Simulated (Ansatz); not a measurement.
A constructed model of the (110) surface of bcc W, a pseudomorphic layer of In in the host's stacking (bottom of the slab: a bare face, its two planes held)

Method: PBE (plane waves to 420 eV, PAW; Ansatz, an electronic-structure program).

Slab: 7 atoms, 14.0 Å thick at the start with caps and adatoms (thin: gaps and levels are the slab's own); k 14x14x1, smearing 0.1 eV, dipole-corrected; 2 atoms held, the rest relaxed; symmetry of the start imposed; no spin, no spin-orbit, no U. It is one candidate, not shown to be the stable structure of the face.

The work function of the top face is 4.00 eV and the energy released by relaxation is 0.020 eV. The cost is roughly 6 core-minutes.
